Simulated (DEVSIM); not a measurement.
**illuminated Si n-on-p cell, one wavelength**

System: illuminated Si n-on-p cell, one wavelength, at 300 K.

```tsv
layer (left to right)	material	thickness (μm)	Nd (cm⁻³)	Na (cm⁻³)	τn (s)	τp (s)	absorption coefficient (cm⁻¹)
1	Si	0.150	5.3e18	-	1.1e-7	3.7e-7	650
2	Si	47.0	-	1e17	9.7e-7	9.7e-7	650
```

Left contact: ohmic, minority hole recombination velocity 100 cm/s. Right contact: ohmic, minority electron recombination velocity 6e6 cm/s. Voltage is applied to the left contact. Recombination: SRH at mid-gap, radiative, Auger. Gap narrowing is on: ΔEg = 6.92 meV × (l + √(l² + 0.5)), l = ln(N/1.3e17 cm⁻³), shared equally by both band edges. Light enters at the left, 1.5e17 photons cm⁻² s⁻¹, one pass, no reflection. Mobility is μmin + (μ − μmin)/(1 + (N/Nref)^α).

The device is made up for the run: typed textbook-type constants, with dimensions and the other settings drawn at random. Values at 300 K.

```csv
parameter,Si
gap (eV),1.124
affinity (eV),4.05
permittivity,11.7
Nc (cm⁻³),2.86e19
Nv (cm⁻³),3.1e19
μn (cm²/Vs),1417
μp (cm²/Vs),470
"μn,min",52
"μp,min",45
"Nref,n",9.7e16
"Nref,p",2.2e17
αn,0.68
αp,0.72
B (cm³/s),4.7e-15
Cn (cm⁶/s),2.8e-31
Cp (cm⁶/s),9.9e-32
```

Model (solved in DEVSIM): 1D drift-diffusion, Boltzmann statistics, complete ionisation; no tunnelling, impact ionisation, image-force lowering or self-heating.

| Item | Result |
|---|---|
| Potential step across the device at zero bias | 0.905 V |
| Largest field in the device at zero bias | 170000 V/cm |
| Dark forward voltage at 1 A/cm² | 0.711 V |
| Dark forward voltage at 100 A/cm² | 0.852 V |
| Short-circuit current | 15.7 mA/cm² |
| Open-circuit voltage | 0.602 V |
| Fill factor | 0.83 |
| Largest power | 7.79 mW/cm² |
| Share of generated pairs collected at short circuit | 0.684 |

Dark forward current:

(V (V), J (A/cm²)): (-0.05, -1.3e-9); (-0.10, -4.8e-9); (-0.15, -1.4e-8); (-0.20, -4.2e-8); (-0.25, -1.3e-7); (-0.30, -4.3e-7); (-0.35, -1.7e-6); (-0.40, -8.5e-6); (-0.45, -4.9e-5); (-0.50, -0.00031); (-0.60, -0.014); (-0.65, -0.098); (-0.70, -0.67); (-0.75, -4.4); (-0.80, -24); (-0.85, -96); (-0.90, -300); (-0.95, -760); (-1.00, -1600); (-1.05, -2800)

Dark reverse current:

| V (V) | J (A/cm²) |
|---|---|
| 0.04 | 5.5e-10 |
| 0.10 | 1.1e-9 |
| 0.20 | 1.8e-9 |
| 0.30 | 2.5e-9 |
| 0.40 | 3.1e-9 |
| 0.60 | 4.3e-9 |
| 0.80 | 5.3e-9 |
| 1.00 | 6.3e-9 |
